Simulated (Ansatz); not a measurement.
CsCl-type CoAl, treated with RPBE (Ansatz, a quantum-chemistry and plane-wave program, plane waves, PAW).

Numerical settings: plane-wave cutoff 520 eV, 16×16×16 k mesh, Fermi–Dirac smearing 0.1 eV, perturbation theory, no spin polarisation, scalar-relativistic PAW data made under PBE.

Computed at the level's own relaxed cell.

```
CELL_PARAMETERS angstrom
      2.87404     0.00000     0.00000
      0.00000     2.87404     0.00000
      0.00000     0.00000     2.87404
ATOMIC_POSITIONS crystal
  Al 0.50000 0.50000 0.50000
  Co 0.00000 0.00000 0.00000
```

Harmonic phonon frequencies (cm⁻¹; i marks an imaginary mode):

```tsv
q point	frequencies
Γ	___
X	198 198 245 281 281 393
M	___
```

Task: What belongs in the gaps?

Result: 
- Γ, frequencies: 0 0 0 319 319 319
- M, frequencies: 180 180 227 273 373 373

No imaginary mode appears at these points.
